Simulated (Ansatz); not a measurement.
Take TiO2 in the rutile structure (space group P4_2/mnm, No. 136; a = 4.597 Å, c = 2.954 Å) as the base. Axes: x, y, z lie along a, b, c of the conventional cell.

The values are results of r2SCAN (Ansatz, a first-principles code), no SOC, earlier PAW set, not measurements.

For the base:

| Quantity | Result |
|---|---|
| Electron mass | 0.58 mₑ along c, 1.2 mₑ across (at Γ) |
| Pressure | 0.00 GPa |

One thing is altered: tensile biaxial strain of 0.63 % in the plane normal to [001], as in epitaxy on a mismatched substrate; the out-of-plane cell vector and the atoms relax.

Problem. What does the calculation give for the out-of-plane strain after the change?

Solution. The out-of-plane strain is -0.39 %.

Problem. Estimate the effect on the electron mass.

Solution. The electron mass becomes 0.58 mₑ out of plane, 1.2 mₑ in plane (at Γ) (base: 0.58 mₑ along c, 1.2 mₑ across (at Γ)).

Problem. What does the calculation give for the pressure after the change?

Solution. The pressure (mean of the normal stresses, compression positive) goes from zero to -1.57 GPa.

The levels and masses belong to the bands next to the band gap. Effective masses come from finite differences of ±0.01 Å⁻¹. No phonon test of stability was made. The final runs are not spin-polarised.
